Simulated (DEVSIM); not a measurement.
Device: CdS/CdTe n-p heterojunction, at 300 K.

Layer 1 from the left is CdS, thickness (μm) 0.170, Nd (cm⁻³) 3.5e16, τn (s) 2e-8, τp (s) 2e-8. Layer 2 from the left is CdTe, thickness (μm) 0.550, Na (cm⁻³) 7.4e17, τn (s) 2e-8, τp (s) 2e-8.

Left contact: ohmic. Right contact: ohmic. Voltage is applied to the left contact. Recombination: SRH at mid-gap, radiative, Auger. Mobility is constant in doping.

This is a model device: material constants are rounded textbook-type values typed into the input, and sizes, dopings and lifetimes were drawn at random. Values at 300 K.

CdS: gap (eV) 2.4, affinity (eV) 4.3, permittivity 9, Nc (cm⁻³) 2.2e18, Nv (cm⁻³) 1.8e19, μn (cm²/Vs) 300, μp (cm²/Vs) 25, B (cm³/s) 1e-10, Cn (cm⁶/s) 1e-30, Cp (cm⁶/s) 1e-30. CdTe: gap (eV) 1.5, affinity (eV) 4.28, permittivity 10.2, Nc (cm⁻³) 8e17, Nv (cm⁻³) 1.8e19, μn (cm²/Vs) 1000, μp (cm²/Vs) 80, B (cm³/s) 1e-10, Cn (cm⁶/s) 1e-30, Cp (cm⁶/s) 1e-30.

Simulated with DEVSIM: 1D drift-diffusion, Boltzmann statistics, complete ionisation; no tunnelling, impact ionisation, image-force lowering or self-heating. Band offsets follow the typed affinities; no thermionic-emission limit at abrupt steps, no polarisation charge.

**Question.** What does the simulation give for the potential step across the device at zero bias, the largest field in the device at zero bias, the dark forward voltage at 100 A/cm²?

**Answer.** potential step across the device at zero bias 1.290 V; largest field in the device at zero bias 130000 V/cm; dark forward voltage at 100 A/cm² 1.253 V.
